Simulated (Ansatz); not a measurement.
BP under a change: isotropic strain −0.50 %

Start from BP in the zinc blende structure (space group F-43m, No. 216; a = 4.491 Å).

It is then changed as follows: the cell is scaled by 0.9950 in all directions, atoms relaxed at fixed cell.

The values are results of Ansatz (a program for electronic structure) LDA, spin-orbit coupling left out, not measurements. Settings: 13×13×13 k-points, 0.05 eV Fermi–Dirac smearing.

Volume per atom: 11.15 Å³ (base 11.32 Å³)
Space group: F-43m (No. 216) (base F-43m (No. 216))
Shortest interatomic distance: 1.935 Å (base 1.944 Å)
Energy relative to the base (free energy F): +1.4 meV/atom
Pressure: 2.71 GPa (base -0.01 GPa)
Band gap: 1.13 eV (base 1.14 eV)
Smallest direct gap: 3.45 eV (base 3.43 eV)
Width of the top valence band: 5.76 eV (base 5.67 eV)
Electron mass: 1.3 mₑ along k, 0.22 mₑ across (off the special points) (base 1.3 mₑ along k, 0.22 mₑ across (off the special points))
Hole mass (degenerate bands, along [100]): 0.25, 0.25, 0.37 mₑ (at Γ) (base 0.25, 0.25, 0.36 mₑ (at Γ))

Masses are band curvatures over ±0.01 Å⁻¹ around the edge. Along k means along the line from Γ to the band edge. Stability against distortions was not tested.
